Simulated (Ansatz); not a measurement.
System: Ti₂AlC (P6₃/mmc, No. 194; cell taken from a computed entry). Method: r²SCAN (Ansatz, a quantum-chemistry and plane-wave program, plane waves, PAW).

Numerical settings: plane-wave cutoff 600 eV, 24×24×4 k mesh (along the axes of the cell as run), Fermi–Dirac smearing 0.049 eV (set by the program), no spin polarisation, scalar-relativistic PAW data made under PBE.

Computed at the level's own relaxed cell.

Elastic tensor (GPa, Voigt notation, ions relaxed):

```
  324.7    64.6    62.0     0.0     0.0     0.0
   64.6   324.7    62.0     0.0     0.0     0.0
   62.0    62.0   294.0     0.0     0.0     0.0
    0.0     0.0     0.0   119.7     0.0     0.0
    0.0     0.0     0.0     0.0   119.7     0.0
    0.0     0.0     0.0     0.0     0.0   130.1
```

Q: Work out the Voigt, Reuss and Hill averages of the bulk and shear moduli, Young's modulus and Poisson's ratio from the printed constants.

A: K_V = [C11 + C22 + C33 + 2(C12 + C13 + C23)]/9 = [943.4 + 2 × 188.6]/9 = 146.7 GPa. G_V = [943.4 − 188.6 + 3 × 369.5]/15 = 124.2 GPa. From the compliances S = C⁻¹, K_R = 146.4 and G_R = 124.0 GPa. Hill means: K = 146.6, G = 124.1 GPa. E = 9KG/(3K + G) = 290 GPa, ν = (3K − 2G)/(6K + 2G) = 0.17, K/G = 1.18.

Note: the relaxation could not lower the start's symmetry, so the cell can be a saddle point above a distorted one.
